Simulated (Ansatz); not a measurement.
**Response to strain in Ti**

The parent structure is Ti in the hcp (Mg type) structure (space group P6_3/mmc, No. 194; a = 2.8644 Å, c = 4.5373 Å; relaxed with 0.1 eV smearing). Axes: x lies along a and z along c of the hexagonal cell.

Strains are applied to the cell and any free atomic positions relax.

Method: LDA, PAW, 420 eV (Ansatz, a quantum-chemistry and plane-wave program; no SOC).

Notes on the quantities. energy relative to the base: free energy F.

```tsv
uniaxial strain ε_xx (%)	energy relative to the base (meV/atom)
-3	8.1
-2.5	5.5
-2	3.5
-1.5	?
-1	0.9
-0.5	0.2
0	0.0
```

Question: Fit ΔE = Aε² + Bε³ (ε in %) to the rows shown and predict the withheld row.

Answer: Least squares on the printed values gives A = 0.825 and B = -0.024 meV/atom (largest residual 0.1 meV/atom); this predicts 1.9 meV/atom, and the run gives 2.0 meV/atom, in agreement.

Whether these cells are dynamically stable was not tested. All final runs are without spin polarisation.
